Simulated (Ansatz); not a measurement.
**NaCl under a change: uniaxial stress, 0.5 GPa compression along z**

Take NaCl in the rock salt structure (space group Fm-3m, No. 225; a = 5.6077 Å) as the base. Axes: x, y, z lie along the cube axes.

It is then changed as follows: uniaxial stress, 0.5 GPa compression along z, with the cell and atoms free to relax against it.

All numbers come from r2SCAN (Ansatz, an electronic-structure program, PAW, without spin-orbit coupling). Γ-centred 10×10×10 mesh, Fermi–Dirac width 0.05 eV.

```csv
quantity,base,changed,shift
space group,Fm-3m (No. 225),I4/mmm (No. 139),–
shortest interatomic distance,5.299 bohr,5.254 bohr,-0.045 bohr
energy relative to the base (free energy F),0 meV/atom,+0.3 meV/atom,+0.3 meV/atom
band gap,5.97 eV,5.99 eV,+0.02 eV
gap character,direct at Γ,direct at Γ,–
electron mass,0.40 mₑ (at Γ),0.40 mₑ (at Γ),–
"valence-band top at Γ (three highest levels, from the VBM)","0.00, 0.00, 0.00 eV","0.00, 0.00, -0.01 eV",–
"strain response (xx, yy, zz)",–,"(+0.15, +0.15, −0.85) %",–
```

Final structure:

```yaml
crystal:
  lattice:
    - [0.00000, 2.80797, 2.78004]
    - [2.80797, 0.00000, 2.78004]
    - [2.80797, 2.80797, 0.00000]
  atoms:
    - { symbol: Cl, position: [0.00000, 0.00000, 0.00000] }
    - { symbol: Na, position: [0.50000, 0.50000, 0.50000] }
```

Effective masses come from finite differences of ±0.01 Å⁻¹. Stability under load was not tested beyond the relaxation. k-point labels follow each cell's own Brillouin zone.
